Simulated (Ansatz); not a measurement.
**A computed series for Ir: response to strain**

Base system: Ir in the fcc (Cu type) structure (space group Fm-3m, No. 225; a = 3.8444 Å). Axes: x, y, z lie along the cube axes.

Strains are applied to the cell and any free atomic positions relax; under biaxial strain the out-of-plane vector relaxes too; under stress the whole cell relaxes.

Calculations: r2SCAN (Ansatz, a quantum-chemistry and plane-wave program; PAW; 500 eV plane waves; without spin-orbit coupling).

Notes on the quantities. pressure: mean of the normal stresses, compression positive; energy relative to the base: free energy F.

```tsv
variant	shortest interatomic distance	pressure	energy relative to the base
base	2.718 Å	0.0 GPa	0 meV/atom
biaxial strain −0.71 %, plane normal [001], relaxed out of plane	2.699 Å	3.4 GPa	+3.2 meV/atom
biaxial strain +3.81 %, plane normal [001], relaxed out of plane	?	?	?
biaxial strain −0.29 %, plane normal [110], relaxed out of plane	2.711 Å	1.6 GPa	+0.6 meV/atom
biaxial strain −4.34 %, plane normal [111], relaxed out of plane	2.600 Å	32.0 GPa	+165 meV/atom
isotropic strain −2.84 %	2.641 Å	40.5 GPa	+136 meV/atom
uniaxial strain ε_xx = −5.87 %	2.640 Å	27.4 GPa	+110 meV/atom
uniaxial strain ε_zz = +0.15 %	2.718 Å	-0.6 GPa	+0.1 meV/atom
tensor shear ε_xy = +0.87 %	2.695 Å	0.1 GPa	+3.6 meV/atom
uniaxial stress, 1 GPa compression along x	2.716 Å	–	+0.1 meV/atom
```

Q: Complete the table.

A: 
- biaxial strain +3.81 %, plane normal [001], relaxed out of plane, shortest interatomic distance: 2.732 Å
- biaxial strain +3.81 %, plane normal [001], relaxed out of plane, pressure: -14.4 GPa
- biaxial strain +3.81 %, plane normal [001], relaxed out of plane, energy relative to the base: +79 meV/atom

Without a gap, meshes like the base's 21×21×21 leave anisotropic stresses uncertain by several tenths of a GPa, and small strain energies with them. Stability under load was not tested beyond the relaxation. All final runs are without spin polarisation.
